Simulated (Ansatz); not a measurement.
System: Rb2SnBr6 (Fm-3m, No. 225, 9 atoms in the cell; start COD 7717852). Method: Hartree–Fock in Ansatz (PAW).

Settings: plane-wave cutoff 460 eV, 4×4×4 k mesh, Fermi–Dirac smearing 0.01 eV, scalar-relativistic PAW data made under PBE.

Cell (measured lattice):

```yaml
crystal:
  lattice:
    - [0.00000, 5.28835, 5.28835]
    - [5.28835, 0.00000, 5.28835]
    - [5.28835, 5.28835, 0.00000]
  atoms:
    - { symbol: Sn, position: [0.50000, 0.50000, 0.50000] }
    - { symbol: Rb, position: [0.75000, 0.75000, 0.75000] }
    - { symbol: Rb, position: [0.25000, 0.25000, 0.25000] }
    - { symbol: Br, position: [0.74540, 0.74540, 0.25460] }
    - { symbol: Br, position: [0.25460, 0.25460, 0.74540] }
    - { symbol: Br, position: [0.74540, 0.25460, 0.74540] }
    - { symbol: Br, position: [0.25460, 0.74540, 0.25460] }
    - { symbol: Br, position: [0.25460, 0.74540, 0.74540] }
    - { symbol: Br, position: [0.74540, 0.25460, 0.25460] }
```

Task: Estimate the band gap that the calculation returns.

Result: 
- band gap: 8.87 eV (on the SCF k mesh)

Note: the file's cell can be that of a phase stable at another temperature; cell and atoms aren't relaxed at this level (pressure 3.0 GPa).

Spin–orbit coupling is not included.

Computed values are for the static lattice.

The result took very roughly 8 core-minutes.

Ansatz is a first-principles code.
